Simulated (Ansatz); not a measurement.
# SnO (model structure, started from the alpha GeTe type, R3m, No. 160, 2 atoms in the cell)

Computed with PBE-D3(BJ) (PAW; Ansatz, a first-principles code).

Settings: plane-wave cutoff 500 eV, 14×14×14 k mesh, Fermi–Dirac smearing 0.05 eV, scalar-relativistic PAW data made under PBE.

Cell (relaxed at this level):

```cif
data_O3Sn3
_chemical_formula_sum 'Sn3 O3'
_space_group_name_H-M_alt 'R3m :H'
_space_group_IT_number 160
_space_group_name_Hall 'R 3 -2"'
_cell_length_a 3.37267
_cell_length_b 3.37267
_cell_length_c 11.44838
_cell_angle_alpha 90.000
_cell_angle_beta 90.000
_cell_angle_gamma 120.000
loop_
_atom_site_label
_atom_site_type_symbol
_atom_site_symmetry_multiplicity
_atom_site_Wyckoff_symbol
_atom_site_fract_x
_atom_site_fract_y
_atom_site_fract_z
_atom_site_occupancy
Sn1 Sn 3 a 0.00000 0.00000 0.21275 1
O1 O 3 a 0.00000 0.00000 0.78725 1
```
(The calculation used a cell of 2 atoms; values per cell refer to that cell.)

* **band gap**: 0.21 eV (on the SCF k mesh)

Note: the relaxation could raise the start's symmetry but not lower it, so the cell can be a saddle point.

Spin–orbit coupling is not included.

Cost on a shared machine: roughly 3 core-minutes.

A model structure was made by putting elements into a prototype or built by hand; it is no filed structure, need not be a known phase, and can be a saddle point held by its symmetry.
